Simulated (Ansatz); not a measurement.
Functionals compared on F on the 1x1 (0001) surface of hcp Ru, one in a 2x2 cell, started at the site 'hollow Ru-Ru-Ru over Ru at depth 2.1 Å', in Ansatz (plane waves, PAW). The structure was relaxed with PBE; the other rows are single points on it, each with its references at the same level. Cutoff 420 eV (500 eV for r2SCAN).

Model: 17-atom slab, 6.3 Å thick at the start under the adsorbate (thin: gaps and levels are the slab's own), 6x6x1 mesh, Fermi-Dirac 0.1 eV, dipole correction, 8 atoms held, the rest relaxed; held to the start's symmetry, so lower structures may exist; no spin, no spin-orbit, no U, no dispersion correction. At the end it is bonded to 3 Ru. In PBE this state lies 0.09 eV over the lowest of the starts that converged ('bridge Ru-Ru (span 2.7 Å)'). These notes are the PBE run's. Adsorption energies are against ½ F2(g). A negative adsorption energy means that the adsorbate is more stable on the surface than in its reference.

```tsv
functional	adsorption energy (eV)	work function of the top face (eV)	change of the work function (eV)	rough cost of the single point
PBE	-2.82	5.54	0.55	–
RPBE	-2.63	5.38	0.56	roughly 60 core-seconds
r2SCAN	-3.15	5.62	0.62	about 120 core-seconds (a rough figure)
```

Ansatz is a first-principles code.
